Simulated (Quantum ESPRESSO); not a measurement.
Worked example: self-consistent single point of ZrS (Fm-3m, 2 atoms in the cell) in Quantum ESPRESSO.

Computed with PBEsol, spin-orbit coupling, PseudoDojo fully relativistic norm-conserving (PBESOL) pseudopotentials (plane waves; Quantum ESPRESSO).

```xyz
2
Lattice="0.0000 2.6235 2.6235 2.6235 0.0000 2.6235 2.6235 2.6235 0.0000" Properties=species:S:1:pos:R:3 pbc="T T T"
Zr     0.0000     0.0000     0.0000
S      2.6235     2.6235     2.6235
```

Reference input (self-consistent single point, DFT, PBEsol, plane waves, PseudoDojo standard norm-conserving (PBESOL) pseudopotentials): ecutwfc = 70 Ry; occupations = smearing; smearing = gauss; degauss = 0.019992 Ry; potentials = {Zr: Zr.upf, S: S.upf}; K_POINTS = automatic 11 11 11 0 0 0; conv_thr = 1e-10 Ry; mixing_beta = 0.7. This run's input differs from it in these lines:

```diff
@@ -16,2 +16,4 @@
  degauss = 0.019992
+ noncolin = .true.
+ lspinorb = .true.
 /
```

Its files differ too (potentials: PseudoDojo fully relativistic norm-conserving (PBESOL)).

Log, with long lists cut:

```
     Self-consistent Calculation

     iteration #  1     ecut=    70.00 Ry     beta= 0.70

     Threshold (ethr) on eigenvalues was too large:
     Diagonalizing with lowered threshold

     total energy              =    -123.43543668 Ry
     estimated scf accuracy    <       0.03506206 Ry

     iteration #  2     ecut=    70.00 Ry     beta= 0.70

     total energy              =    -123.44447293 Ry
     estimated scf accuracy    <       0.02698967 Ry

     iteration #  3     ecut=    70.00 Ry     beta= 0.70

     total energy              =    -123.45002738 Ry
     estimated scf accuracy    <       0.00015414 Ry

   [... 5 blocks of this kind left out ...]

     iteration #  9     ecut=    70.00 Ry     beta= 0.70

     total energy              =    -123.45013121 Ry
     estimated scf accuracy    <          2.1E-10 Ry

     iteration # 10     ecut=    70.00 Ry     beta= 0.70
     End of self-consistent calculation

     the Fermi energy is    14.5959 ev

!    total energy              =    -123.45013121 Ry
     estimated scf accuracy    <          1.2E-12 Ry
     smearing contrib. (-TS)   =      -0.00423086 Ry
     internal energy E=F+TS    =    -123.44590035 Ry

     convergence has been achieved in  10 iterations

     Forces acting on atoms (cartesian axes, Ry/au):

     atom    1 type  1   force =    -0.00000000    0.00000000   -0.00000000
     atom    2 type  2   force =    -0.00000000    0.00000000    0.00000000

     Total force =     0.000000     Total SCF correction =     0.000000

          total   stress  (Ry/bohr**3)                   (kbar)     P=      -58.38
  -0.00039686   0.00000000   0.00000000          -58.38        0.00        0.00
   0.00000000  -0.00039686   0.00000000            0.00      -58.38        0.00
  -0.00000000   0.00000000  -0.00039686           -0.00        0.00      -58.38

   JOB DONE.
```

The run converged in 10 iterations. Against the reference run the pressure hardly changes (-5.92 to -5.84 GPa).

The starting cell comes from a database of computed structures (which also holds hypothetical and non-ambient phases and stackings), without a prior relaxation at this level. With a pressure of about -6 GPa the cell is away from its equilibrium volume at this level.

Cost on one core of a shared machine: roughly 80 s.
